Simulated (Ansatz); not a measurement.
Base system: BN in the zinc blende structure (space group F-43m, No. 216; a = 3.6247 Å). Axes: x, y, z lie along the cube axes.

Perturbation: uniaxial stress, 0.5 GPa compression along x, with the cell and atoms free to relax against it.

Levels (all Ansatz, an electronic-structure program, PAW): PBE (420 eV, scalar-relativistic without spin-orbit coupling); HSE06+SOC (420 eV, noncollinear with spin-orbit coupling).

The geometry is relaxed with PBE.

| Quantity | Value |
|---|---|
| PBE lowest conduction level above the VBM at special points | M 4.45 eV; X 4.46 eV; S 6.88 eV; Γ 8.79 eV |
| PBE valence-band top at Γ | 0.00, -0.01, -0.01 eV |

Q: Predict the lowest conduction level above the VBM at special points and valence-band top at Γ from HSE06+SOC.

A: The lowest conduction level above the VBM at special points changes from M 4.45 eV; X 4.46 eV; S 6.88 eV; Γ 8.79 eV to M 5.76 eV; X 5.77 eV; S 8.32 eV; Γ 10.51 eV; the valence-band top at Γ (three highest Kramers pairs, from the VBM) changes from 0.00, -0.01, -0.01 eV to 0.00, -0.01, -0.03 eV.

Single points use the geometry relaxed with PBE. HSE06 was sampled on its mesh, a few special points and the semilocal edge points, so its gap is an upper bound. Differences between runs with and without spin-orbit coupling are approximate. The levels and masses belong to the bands next to the band gap. Load acts through the strain it causes; cell and atoms are relaxed under it. Stability under load was not tested beyond the relaxation. k-point labels follow each cell's own Brillouin zone.
